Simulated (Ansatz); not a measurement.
Ansatz (an electronic-structure program) run on ZnNi (P4/mmm, 2 atoms in the cell): relaxation of cell and atoms.

Method of the run: LDA (PW92), default PAW files made with PBE (plane waves; Ansatz).

The change in words: atoms on their sites; basis.ecutwfc: 420 eV → 355 eV; relax: default → cell and atoms. Reference geometry:
```
CELL_PARAMETERS angstrom
      2.71006     0.00000     0.00000
      0.00000     2.71006     0.00000
      0.00000     0.00000     3.19786
ATOMIC_POSITIONS crystal
  Zn 0.50000 0.50000 0.51563
  Ni 0.00000 0.00000 0.00000
```

Reference input (self-consistent single point, DFT, LDA (PW92), plane waves, default PAW files made with PBE): basis.ecutwfc = 420 eV; kpoints.mp_grid.grid = 12 12 10; hamiltonian.xc = lda; hamiltonian.pseudopotentials = {kind: paw} (the program's default PAW files); scf.occupations.method = fermi_dirac; scf.occupations.width = 0.1 eV. This run's input differs from it in these lines:

Ansatz 0.2 input:
```diff
@@ -6,6 +6,6 @@
   atoms:
-    - { symbol: Zn, position: [0.500000, 0.500000, 0.515635] }
+    - { symbol: Zn, position: [0.500000, 0.500000, 0.500000] }
     - { symbol: Ni, position: [0.000000, 0.000000, 0.000000] }
 basis:
-  ecutwfc: 420.0
+  ecutwfc: 355.0
 kpoints:
@@ -21,2 +21,4 @@
     width: 0.1
+relax:
+  cell: {}
 output:
```

Log, with long lists cut:

```
   [... SCF lines of the steps left out ...]
relax step   1: F+E_penalty+E_count = -9020.17034686 eV  Δ(F+E_penalty+E_count) = +0.000e0 eV  max|allowed force component| = 2.756e-29 eV/Å  Δτ_max = 0.0000 Å  P = -9.815 GPa  Ω = 23.486 Å³  (6 SCF iters, dr2 threshold 1.00e-7 eV, accepted)
relax step   2: F+E_penalty+E_count = -9020.21613212 eV  Δ(F+E_penalty+E_count) = -4.579e-2 eV  max|allowed force component| = 4.930e-30 eV/Å  Δτ_max = 0.0000 Å  P = -3.856 GPa  Ω = 22.704 Å³  energy of the carried Pulay correction = +1.131e-2 eV  [...]
   [... lines left out ...]
relax step   9: F+E_penalty+E_count = -9020.21622659 eV  Δ(F+E_penalty+E_count) = -1.003e-4 eV  max|allowed force component| = 8.184e-30 eV/Å  Δτ_max = 0.0000 Å  P = -0.008 GPa  Ω = 22.143 Å³  energy of the carried Pulay correction = +8.349e-5 eV  [...]
relax step  10: F+E_penalty+E_count = -9020.21616975 eV  Δ(F+E_penalty+E_count) = +5.684e-5 eV  max|allowed force component| = 1.676e-30 eV/Å  Δτ_max = 0.0000 Å  P = -0.012 GPa  Ω = 22.143 Å³  stress off target by 4.70e-2 GPa  SCF on the basis [...]
basis re-selected at this cell: Δ(F+E_penalty+E_count) = +5.684e-5 eV, ΔP = -0.003 GPa vs the last step
the relaxation is at rest under the 16 symmetry operations that the run kept from its start: a minimum is not shown …
Stability not checked: this state was not tested for a lower state beside it, because too few of the mixer's solves of this state at the end of the SCF gave a …
Free energy (F): -9020.216170 eV
Internal energy: -9020.196829 eV  (E = F + TS)
   [... lines left out ...]
Fermi energy:    16.302674 eV
   [... lines left out ...]
to start a new deck from the relaxed geometry:
  cell:  # Å, volume = 22.1428 Å³
    - [2.6305366149171694, -9.910138764857814e-34, 0.0]
    - [-9.910138764857814e-34, 2.6305366149171694, 0.0]
    - [0.0, 0.0, 3.1999476537318614]
  atoms:
    - { symbol: Zn, position: [0.5, 0.5, 0.49999999999999994] }
    - { symbol: Ni, position: [1.1104042740353477e-36, 1.179804541162557e-36, 0.0] }
```

The run converged.  The full log also holds: “iter 5 did not close the SCF: its close was put off for the readings that it lacked (scf_convergence_deferred on its scf_iter line)”. The full log also holds: “iter 5 did not close the SCF: its close was put off for the readings that it lacked (scf_convergence_deferred on its scf_iter line)”.

Summary of the result:
```
Property                                                                                    Value
-----------------------------------------------  ------------------------------------------------
Free energy E − TS (on the zero of these files)                                     -9020.2162 eV
Fermi level (on the code's own zero)                                                     16.30 eV
Pressure                                                                                -0.01 GPa
Final cell                                       a = b = 2.631 Å, c = 3.200 Å, α = β = γ = 90.00°
Final volume per atom                                                                    11.07 Å³
Relaxation steps                                                                               10
```

The starting cell comes from a database of computed structures (which also holds hypothetical and non-ambient phases and stackings), without a prior relaxation at this level. Its lattice was rescaled by up to half a per cent. Spin polarisation is off. The relaxation keeps the symmetry of its start, so its end need not be a minimum. Ansatz's pressure includes its estimate of the finite-basis (Pulay) stress. Without the estimate this run gives -2.60 GPa. The cutoff lies below the one recommended for these files.

Cost on one core of a shared machine: roughly 40 s.
